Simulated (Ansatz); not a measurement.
A relaxation of the atoms of NaGa (Cm, 4 atoms in the cell) with Ansatz (an electronic-structure program).

Computed with LDA (PW92), default PAW files made with PBE (plane waves; Ansatz).

The change in words: one atom moved by 0.15 angstrom; relax: default → atoms; relax.f_tol: default → 0.002 eV/Å. Reference geometry:
```yaml
crystal:
  lattice:
    - [3.01918, -3.38665, 0.00000]
    - [3.01918, 3.38665, 0.00000]
    - [0.00000, 0.00000, 4.88306]
  atoms:
    - { symbol: Na, position: [0.63461, 0.36539, 0.25000] }
    - { symbol: Na, position: [0.36539, 0.63461, 0.75000] }
    - { symbol: Ga, position: [0.08656, 0.91344, 0.25000] }
    - { symbol: Ga, position: [0.91344, 0.08656, 0.75000] }
```

Reference input (self-consistent single point, DFT, LDA (PW92), plane waves, default PAW files made with PBE): basis.ecutwfc = 30.9 Ry; kpoints.mp_grid.grid = 7 7 7; hamiltonian.xc = lda; hamiltonian.pseudopotentials = {kind: paw} (the program's default PAW files); scf.occupations.method = gaussian; scf.occupations.width = 0.0073 Ry. This run's input differs from it in these lines:

```diff
@@ -6,3 +6,3 @@
   atoms:
-    - { symbol: Na, position: [0.63461000, 0.36539000, 0.25000000] }
+    - { symbol: Na, position: [0.63461000, 0.36539000, 0.28071800] }
     - { symbol: Na, position: [0.36539000, 0.63461000, 0.75000000] }
@@ -19,2 +19,4 @@
   occupations: { method: gaussian, width: 0.0073 Ry }
+relax:
+  f_tol: 0.002
 output:
```

Output, abridged:

```
   [... SCF lines of the steps left out ...]
relax step   1: F+E_penalty+E_count = -10346.69340646 eV  Δ(F+E_penalty+E_count) = +0.000e0 eV  max|allowed force component| = 2.463e-1 eV/Å  Δτ_max = 0.0000 Å  (8 SCF iters, dr2 threshold 1.00e-7 eV, accepted)
relax step   2: F+E_penalty+E_count = -10346.72569407 eV  Δ(F+E_penalty+E_count) = -3.229e-2 eV  max|allowed force component| = 1.170e-1 eV/Å  Δτ_max = 0.0542 Å  (6 SCF iters, dr2 threshold 3.79e-6 eV, accepted)
relax step   3: F+E_penalty+E_count = -10346.73597669 eV  Δ(F+E_penalty+E_count) = -1.028e-2 eV  max|allowed force component| = 1.964e-2 eV/Å  Δτ_max = 0.0670 Å  (7 SCF iters, dr2 threshold 8.55e-7 eV, accepted)
relax step   4: F+E_penalty+E_count = -10346.73615225 eV  Δ(F+E_penalty+E_count) = -1.756e-4 eV  max|allowed force component| = 2.972e-3 eV/Å  Δτ_max = 0.0088 Å  (6 SCF iters, dr2 threshold 2.41e-8 eV, accepted)
relax step   5: F+E_penalty+E_count = -10346.73615307 eV  Δ(F+E_penalty+E_count) = -8.216e-7 eV  max|allowed force component| = 3.054e-3 eV/Å  Δτ_max = 0.0029 Å  (6 SCF iters, accepted)
relax step   6: F+E_penalty+E_count = -10346.73615722 eV  Δ(F+E_penalty+E_count) = -4.147e-6 eV  max|allowed force component| = 1.432e-4 eV/Å  Δτ_max = 0.0014 Å  (5 SCF iters, accepted)
the relaxation is at rest under the 2 symmetry operations that the run kept from its start: a minimum is not shown …
Stability not checked: this state was not tested for a lower state beside it, because too few of the mixer's solves of this state at the end of the SCF gave a …
Free energy (F): -10346.736157 eV
Internal energy: -10346.724187 eV  (E = F + TS)
E sigma→0 (E₀):  -10346.730172 eV
Entropy (-TS):   -0.011970 eV (-2.993 meV/atom)
Fermi energy:    4.598534 eV
--- Forces (eV/Å), atoms counted from 1 ---
  atom   1  Na     0.00000000     0.00006337    -0.00010640
   [... lines left out ...]
  atoms:
    - { symbol: Na, position: [0.6420906202489078, 0.3579093797510922, 0.2576982750865457] }
    - { symbol: Na, position: [0.35790966070678804, 0.642090339293212, 0.7576925289409997] }
    - { symbol: Ga, position: [0.0745362444747259, 0.9254637555252743, 0.25766137303237413] }
    - { symbol: Ga, position: [0.9254634745695786, 0.07453652543042166, 0.7576658229400806] }
```

The run converged. 

Summary of the result:
- Free energy E − TS (on the zero of these files): -10346.7362 eV
- Fermi level (on the code's own zero): 4.60 eV
- Pressure: -1.80 GPa
- Relaxation steps: 6

The starting cell comes from a database of computed structures (which also holds hypothetical and non-ambient phases and stackings), without a prior relaxation at this level. Its lattice was rescaled by up to half a per cent. For this run, on top of that: one atom moved by 0.15 angstrom. Ansatz's pressure includes its estimate of the finite-basis (Pulay) stress.

Cost on one core of a shared machine: roughly 2 min.

Keys are those of Ansatz 0.2.
